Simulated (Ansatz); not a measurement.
**Sr in the diamond structure (space group Fd-3m, No. 227; a hypothetical phase, not in the database extracts checked)**

```xyz
2
Lattice="0.0000 4.6965 4.6965 4.6965 0.0000 4.6965 4.6965 4.6965 0.0000" Properties=species:S:1:pos:R:3 pbc="T T T"
Sr     7.0448     7.0448     7.0448
Sr     4.6965     4.6965     4.6965
```

Calculations: PBEsol/PAW in Ansatz (a first-principles code), no spin-orbit coupling. k-mesh 9×9×9 (Γ-centred); smearing 0.05 eV (Fermi–Dirac).

| Property | Result |
|---|---|
| Volume per atom | 103.59 Å³ |
| Density | 1.40 g/cm³ |
| Band gap | zero |
| Total energy | -3491.176 eV/atom (σ→0; compares only within this code and set-up) |

No phonon test of stability was made.
